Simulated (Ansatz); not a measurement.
Candidates (primitive cells; geometry: cell and atoms relaxed with PBEsol):
A. SiC (F-43m), a = b = c = 3.0807 Å, α = β = γ = 60.00°
B. La₂O₃ (P-3m1), a = 3.9061 Å, b = 3.9061 Å, c = 6.0402 Å, α = 90.00°, β = 90.00°, γ = 120.00°
C. MgTe (P6_3mc), a = 4.5610 Å, b = 4.5610 Å, c = 7.4110 Å, α = 90.00°, β = 90.00°, γ = 120.00°
D. CdSe (P6_3mc), a = 4.302 Å, b = 4.302 Å, c = 7.022 Å, α = 90.00°, β = 90.00°, γ = 120.00°
E. CdS (P6_3mc), a = b = 4.124 Å, c = 6.709 Å, α = β = 90.00°, γ = 120.00°

### Question
Put the candidates in order of electron conductivity mass, highest first, for PBEsol with spin-orbit coupling, rigid bands run with Ansatz (an electronic-structure program).

### Answer
B (1.68 mₑ), A (0.30 mₑ), C (0.173 mₑ), E (0.133 mₑ), D (0.063 mₑ)

Masses are for dilute carriers at 300 K, harmonic means over directions unless an axis is named.
